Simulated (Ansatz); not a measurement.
The parent structure is HgS (space group P3_221, No. 154; a = 4.139 Å, c = 9.408 Å; made of chains).

Computed with plane-wave PAW DFT at the PBEsol level (Ansatz, a first-principles code, 420 eV), no spin-orbit coupling.

Before the change:

| Property | Value |
|---|---|
| Band gap | 1.23 eV |
| Smallest direct gap | 1.26 eV |
| Width of the top valence band | 0.97 eV |
| Gap character | indirect, k = (0, 0.111, 1/4) in the run's primitive reciprocal basis → Γ |

Modification: full substitution S → O; the structure is relaxed again.

Tabulated Pauling electronegativity and covalent radius: S 2.58, 1.05 Å; O 3.44, 0.66 Å.

**Question.** What happens to the band gap, smallest direct gap, width of the top valence band and gap character?

**Answer.** The band gap increases by 0.21 eV, from 1.23 eV to 1.44 eV; the smallest direct gap increases by 0.294 eV, from 1.26 eV to 1.56 eV; the width of the top valence band shrinks by 0.373 eV to 0.59 eV; the gap character becomes indirect, A–L (38 % along) → K–Γ (87 % along) (base: indirect, k = (0, 0.111, 1/4) in the run's primitive reciprocal basis → Γ).

Spin-orbit coupling, missing from the scalar runs, can matter with Hg. Stability against distortions was not tested. For HgO in this form, whether it has been made was not checked. No dispersion term is included in the PBEsol runs.
